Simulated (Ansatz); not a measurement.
Base system: PtTe$_{2}$ (space group P-3m1, No. 164; a = 4.009 Å, c = 4.960 Å; layered; relaxed with 0.1 eV smearing). Axes: x lies along a and z along c of the hexagonal cell.

Method: PBEsol-D3(BJ) in Ansatz (plane waves to 420 eV, PAW, without spin-orbit coupling).

Before the change:

- Volume per atom: 23.01 Å³

Modification: compressive biaxial strain of 0.50 % in the plane normal to [001], as in epitaxy on a mismatched substrate; the out-of-plane cell vector and the atoms relax.

Task: Predict the new in-plane stress and volume per atom.

Result: The mean in-plane stress (compression positive) comes out as +0.9 GPa; the volume per atom falls by 0.09 Å³, from 23.01 Å³ to 22.92 Å³.

Whether these cells are dynamically stable was not tested. The final runs are not spin-polarised.

Ansatz is a first-principles code.
